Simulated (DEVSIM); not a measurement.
Structure: Mo/SiO2/p-Si capacitor, at 400 K.

| layer (left to right) | material | thickness (nm) | Na (cm⁻³) |
|---|---|---|---|
| 1 | SiO2 | 18.0 | - |
| 2 | Si | 960 | 7.2e17 |

Metal gate on the left, work function 4.6 eV. Fixed charge at the semiconductor interface 0 cm⁻² (in units of +e); no interface traps.

The device is made up for the run: typed textbook-type constants, with dimensions and the other settings drawn at random. Values at 300 K; Nc and Nv go as T^1.5, mobilities as T to minus their exponent, the gap by Varshni's rule with the affinity fixed.

```csv
parameter,SiO2,Si
gap (eV),9,1.124
affinity (eV),0.9,4.05
permittivity,3.9,11.7
Nc (cm⁻³),-,2.86e19
Nv (cm⁻³),-,3.1e19
Varshni α (eV/K),-,0.000473
Varshni β (K),-,636
```

Simulated with DEVSIM: 1D Poisson equation in equilibrium, Boltzmann statistics, complete ionisation; no quantum confinement or tunnelling. Metal contacts follow the ideal Schottky-Mott rule: no Fermi-level pinning, no interface dipoles.

### Question
Tabulate band edges, carrier densities and field at 1.0 V on the gate.

### Answer
Energies count from the Fermi level of the right contact; mesh points crowd at the junctions.

```csv
x (μm),Ec (eV),Ev (eV),n (cm⁻³),p (cm⁻³),field (V/cm)
0.000,2.700,-6.300,< 1e2,< 1e2,640000
0.001220,2.779,-6.221,< 1e2,< 1e2,640000
0.003410,2.920,-6.080,< 1e2,< 1e2,640000
0.007737,3.199,-5.801,< 1e2,< 1e2,640000
0.01424,3.618,-5.382,< 1e2,< 1e2,640000
0.01659,3.770,-5.230,< 1e2,< 1e2,640000
0.01790,3.854,-5.146,< 1e2,< 1e2,640000
0.01964,0.744,-0.352,1.9e10,1.7e15,200000
0.02273,0.799,-0.297,3.7e9,8.7e15,160000
0.02883,0.878,-0.218,3.8e8,8.6e16,98000
0.04208,0.943,-0.154,5.8e7,5.5e17,16000
0.08413,0.952,-0.145,4.5e7,7.2e17,≈ 0
0.1537,0.952,-0.145,4.5e7,7.2e17,≈ 0
0.3049,0.952,-0.145,4.5e7,7.2e17,≈ 0
0.6692,0.952,-0.145,4.5e7,7.2e17,≈ 0
0.8318,0.952,-0.145,4.5e7,7.2e17,≈ 0
0.9067,0.952,-0.145,4.5e7,7.2e17,≈ 0
0.9447,0.952,-0.145,4.5e7,7.2e17,≈ 0
0.9663,0.952,-0.145,4.5e7,7.2e17,≈ 0
0.9728,0.952,-0.145,4.5e7,7.2e17,≈ 0
0.9761,0.952,-0.145,4.5e7,7.2e17,≈ 0
0.9780,0.952,-0.145,4.5e7,7.2e17,≈ 0
```
